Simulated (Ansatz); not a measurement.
Migration barriers: C vacancy in 3C silicon carbide, charge state +2

Defect migration in 3C silicon carbide: C vacancy, charge state +2. The numbers are results of PBE, PAW (plane waves to 420 eV; Ansatz, an electronic-structure program), not measurements.

Cell of 64 host sites held at the relaxed PBE lattice; a 2×2×2 k-point mesh shifted by half a step; Fermi-Dirac width 0.01 eV, spin-restricted; finite-size errors left in. No zero-point or tunnelling terms. The charge state is imposed; whether it is stable for some Fermi level was not computed. Forms of the defect that were not tried may lie lower.

Barriers: single points on a 3×3×3 k-point mesh shifted by half a step at the bands' geometries.

```tsv
Route	Start site over the lowest site run (eV)	Hop (Å)	Forward barrier (eV)	Backward barrier (eV)	Neighbours at the start	Neighbours at the saddle	Saddle order	Forward, on the band's own sampling (eV)
one C atom jumps into the vacancy from a nearby C site	0.00	3.08	5.22	5.22	Si at 1.86, 2 Si at 1.90, Si at 1.93 Å	Si at 1.80, 2 Si at 2.20, 2 Si at 2.24 Å	inconclusive, on a symmetry element	5.21
```

Paths come from nudged elastic bands with a climbing image.  A band can be held on a symmetry element, so unchecked saddle points there may be too high.

The whole set of runs took around 2.1 core-hours (rough).
